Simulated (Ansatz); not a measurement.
How far to go with the k-point mesh at a smearing width of 0.02 eV: TaN (P3m1, 2 atoms in the cell)

```xyz
2
Lattice="2.9488 0.0000 0.0000 -1.4744 2.5537 0.0000 0.0000 0.0000 2.8989" Properties=species:S:1:pos:R:3 pbc="T T T"
Ta     0.0000     0.0000     1.4994
N      1.4744     0.8512     0.0000
```

Method: PBEsol, default PAW files made with PBE (plane waves; Ansatz, a program for electronic structure).

Base settings: basis.ecutwfc = 420 eV; kpoints.mp_grid.grid = 13 13 11; hamiltonian.xc = pbesol; hamiltonian.pseudopotentials = {kind: paw} (the program's default PAW files); scf.occupations.method = fermi_dirac; scf.occupations.width = 0.1 eV.

In this ladder: scf.occupations.width = 0.02 eV.

Only quantities that move along the ladder and can be compared are tabulated.

The count of work is k-points × plane waves × bands × iterations; it is no time. 

The starting cell comes from a database of computed structures (which also holds hypothetical and non-ambient phases and stackings), without a prior relaxation at this level. Its lattice was rescaled by up to half a per cent. One atom was moved a little off its site on purpose. Spin polarisation is off. In the base run, with a pressure of about -9 GPa the cell is away from its equilibrium volume at this level. Ansatz's pressure includes its estimate of the finite-basis (Pulay) stress.

| kpoints.mp_grid.grid | free energy less the last step's (meV/atom) | pressure (GPa) | largest difference of a force vector from the last step's (eV/Å) | count of work / last |
|---|---|---|---|---|
| 5 5 4 | 8.87 | -8.48 | 0.000 | 0.0076 |
| 6 6 5 | -2.41 | -8.73 | 0.029 | 0.012 |
| 7 7 6 | 0.49 | -8.64 | 0.007 | 0.018 |
| 8 8 7 | 0.40 | -8.66 | 0.002 | 0.024 |
| 10 10 8 | 0.12 | -8.66 | 0.002 | 0.042 |
| 12 12 10 | -0.20 | -8.67 | 0.003 | 0.072 |
| 14 14 12 | -0.10 | -8.67 | 0.000 | 0.11 |
| 17 17 15 | 0.02 | -8.67 | 0.000 | 0.19 |
| 25 25 22 | 0.02 | -8.67 | 0.001 | 0.58 |
| 30 30 27 | 0.00 | -8.67 | 0.000 | 1.0 |

Coarsest kpoints.mp_grid.grid that holds the free energy within 2 meV/atom of the last step, with all finer ones: 7 7 6, at 0.018 of the last step's count of work; the step before is off by 2.4 meV/atom.

Coarsest kpoints.mp_grid.grid that holds the pressure within 0.05 GPa of the last step, with all finer ones: 7 7 6, at 0.018 of the last step's count of work; the step before is off by 0.06 GPa.

Coarsest kpoints.mp_grid.grid that holds the forces within 0.02 eV/Å of the last step, with all finer ones: 7 7 6, at 0.018 of the last step's count of work; the step before is off by 0.029 eV/Å.

Keys are those of Ansatz 0.2.
